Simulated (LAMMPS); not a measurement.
System: KF (rock salt), 1000 atoms, at 520 K and 0 GPa, heated as the crystal.

Model: classical MD, pair style eim, file ffield.eim (LAMMPS).

Problem. Give probability per degree against angle (°) as the simulation yields it.

Solution. State found: crystal; no diffusion seen in 30 ps.
| angle (°) | probability per degree, F-K-F |
|---|---|
| 76.50 | 0.0000 |
| 79.50 | 0.0001 |
| 82.50 | 0.0035 |
| 85.50 | 0.0339 |
| 88.50 | 0.0974 |
| 91.50 | 0.0957 |
| 94.50 | 0.0318 |
| 97.50 | 0.0041 |
| 100.5 | 0.0002 |
| 103.5 | 0.0000 |
| 106.5 | 0.0000 |
| 109.5 | 0.0000 |
| 112.5 | 0.0000 |
| 115.5 | 0.0000 |
| 118.5 | 0.0000 |
| 121.5 | 0.0000 |
| 124.5 | 0.0000 |
| 127.5 | 0.0000 |
| 130.5 | 0.0000 |
| 133.5 | 0.0000 |
| 136.5 | 0.0000 |
| 139.5 | 0.0000 |
| 142.5 | 0.0000 |
| 145.5 | 0.0000 |
| 148.5 | 0.0000 |
| 151.5 | 0.0000 |
| 154.5 | 0.0000 |
| 157.5 | 0.0000 |
| 160.5 | 0.0000 |
| 163.5 | 0.0000 |
| 166.5 | 0.0001 |
| 169.5 | 0.0010 |
| 172.5 | 0.0100 |
| 175.5 | 0.0318 |
| 178.5 | 0.0239 |
